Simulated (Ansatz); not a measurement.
Habitual settings against a tight run: Mg7Cd (P-6m2, 8 atoms in the cell)

Self-consistent single point.

```
Mg7Cd
1.0
    6.46473     0.00000     0.00000
   -3.23236     5.59862     0.00000
    0.00000     0.00000     5.12972
Mg Cd
7 1
Direct
  0.99967   0.49983   0.50000
  0.50016   0.00033   0.50000
  0.50016   0.49983   0.50000
  0.16637   0.33273   0.00000
  0.16637   0.83364   0.00000
  0.66727   0.83364   0.00000
  0.66667   0.33333   0.00000
  0.00000   0.00000   0.50000
```

Computed with PBEsol, harder PAW files (source: ansatz) made with PBE (plane waves; Ansatz, a program for electronic structure).

Base settings: basis.ecutwfc = 620 eV; kpoints.mp_grid.grid = 7 7 8; hamiltonian.xc = pbesol; hamiltonian.pseudopotentials = {kind: paw, source: ansatz}; scf.occupations.method = cold; scf.occupations.width = 0.05 eV.

Tight run (finer mesh or higher cutoff; not a proven limit): basis.ecutwfc: 620 eV → 870 eV; kpoints.mp_grid.grid: 7 7 8 → 10 10 11; scf.convergence.dr2_threshold: default (1e-07 eV) → 1e-09 eV. It gave Fermi level (on the code's own zero) 6.47 eV; pressure -2.05 GPa; largest force (vector length) 0.048 eV/Å.

Quick runs, as changes from the base:
- A: the base itself
- B: basis.ecutwfc: 620 eV → 370 eV; kpoints.mp_grid.grid: 7 7 8 → 6 6 6; hamiltonian.xc: pbesol → lda; scf.occupations.width: 0.05 eV → 0.2 eV [LDA (PW92)]
- C: basis.ecutwfc: 620 eV → 370 eV; kpoints.mp_grid.grid: 7 7 8 → 3 3 3; hamiltonian.xc: pbesol → lda [LDA (PW92)]
- D: basis.ecutwfc: 620 eV → 310 eV; kpoints.mp_grid.grid: 7 7 8 → 2 2 2
- E: basis.ecutwfc: 620 eV → 495 eV; kpoints.mp_grid.grid: 7 7 8 → 6 6 6

Dashes: energy of B, C, another energy zero.

† marks runs with another functional, U, potentials or spin treatment: their distance from the tight run is not a convergence error alone.

The count of work is k-points × plane waves × bands × iterations; it is no time. 

Pressures in the table are Ansatz's without its Pulay estimate, at a fixed set of plane waves; the tight run's value above holds the estimate.

The starting cell comes from a database of computed structures (which also holds hypothetical and non-ambient phases and stackings), without a prior relaxation at this level. Its lattice was rescaled by a random factor within 2.5 % of one.

| run | energy less tight (meV/atom) | pressure less tight (GPa) | largest miss in a force vector (eV/Å) | count of work / tight |
|---|---|---|---|---|
| A | -2.6 | -0.08 | 0.008 | 0.26 |
| B† | – | -39.30 | 0.036 | 0.072 |
| C† | – | -39.00 | 0.129 | 0.017 |
| D | 4032.0 | -160.78 | 0.018 | 0.0091 |
| E | 10.2 | -1.31 | 0.026 | 0.13 |

Among the runs at the tight run's level, the energy misses run from 2.6 to 4032.0 meV/atom.

Left out of this page: 1 run of the series unsound by tests on forces, stress, charge or solver warnings.

Keys are those of Ansatz 0.2.
